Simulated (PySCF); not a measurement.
PySCF 2.14.0, PBE0/def2-svp, df: Mo(O)(Cl)4 ([O]=[Mo]([Cl])([Cl])([Cl])[Cl]), 6 atoms. The geometry is a generated start, not checked to be a minimum at this level.

```json
{
 "task": "energy",
 "method": "pbe0",
 "basis": "def2-svp",
 "two_electron_scheme": "density fitting",
 "mol.max_memory": "3000 MB",
 "mf.max_cycle": "100",
 "mf.init_guess": "minao (default)",
 "mf.DIIS": "CDIIS (default)",
 "mf.diis_space": "8 (default)",
 "mf.conv_tol": "1e-09 (default)",
 "mf.grids.level": "3 (default)",
 "effective_core_potentials": "those of the basis set, past Kr",
 "basis_functions": "117",
 "grid_points": "112040"
}
```

```xyz
6

Mo     0.1120    -0.0306     0.1008
O      1.2818    -0.3227     1.1956
Cl    -1.4895     0.3697    -1.3843
Cl     0.2554     2.1973     0.3773
Cl     1.2509    -1.0195    -1.5515
Cl    -1.4106    -1.1942     1.2622
```

Charge 0 and multiplicity 1 are set for this test and not shown to be the ground state.

One run each on 2 threads, 1 BLAS thread. Values of level_shift (Hartree) tried: 0 (default), 0.1, 0.3, 1.

Question: Predict the course of the Fock builds along this series.

Answer: Fewest Fock builds, within one of each other: 0 (default) with 15, 0.1 with 16. The count rises to 49 at 1. All converge to one solution.

```tsv
level_shift (Hartree)	Fock builds	end
0 (default)	15	same solution
0.1	16	same solution
0.3	21	same solution
1	49	same solution
```
